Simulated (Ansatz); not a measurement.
The reference is GaAs in the zinc blende structure (space group F-43m, No. 216).

```
CELL_PARAMETERS angstrom
      0.00000     2.80140     2.80140
      2.80140     0.00000     2.80140
      2.80140     2.80140     0.00000
ATOMIC_POSITIONS crystal
  Ga 0.00000 0.00000 0.00000
  As 0.25000 0.25000 0.25000
```

Cartesian axes are those of the cell as printed.

The values are results of LDA (Ansatz, an electronic-structure program, PAW, without spin-orbit coupling), not measurements.

Base values:

- Band gap = 0.49 eV

Perturbation: tensile biaxial strain of 0.42 % in the plane normal to [111], as in epitaxy on a mismatched substrate; the out-of-plane cell vector and the atoms relax.

Q: Estimate the effect on the band gap.

A: The band gap drops by 0.08 eV to 0.41 eV.

Q: Estimate the effect on the energy relative to the base.

A: The energy grows by 0.4 meV/atom.

Whether these cells are dynamically stable was not tested.
